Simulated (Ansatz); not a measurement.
Formation enthalpy of BeTe (model structure, started from the litharge type, P4/nmm, No. 129, 4 atoms in the cell) at several levels of theory

No measured value is used here.

```
level (code)         value (eV/atom)
-------------------  ---------------
PBE (Ansatz)                   0.400
PBEsol (Ansatz)                  [?]
PBE-D3(BJ) (Ansatz)            0.546
```

Problem. Some entries are withheld; supply them.

Solution. 
- PBEsol (Ansatz, a first-principles code), value (eV/atom): 0.440

Density-functional levels without +SOC have no spin–orbit coupling, which shifts binding energies of heavy elements. Each level is taken at its own relaxed cell. Ansatz's density-functional and Hartree–Fock values are scalar-relativistic unless marked +SOC, with PAW data made under PBE.

A model structure was made by putting elements into a prototype or built by hand; it is no filed structure, need not be a known phase, and can be a saddle point held by its symmetry.
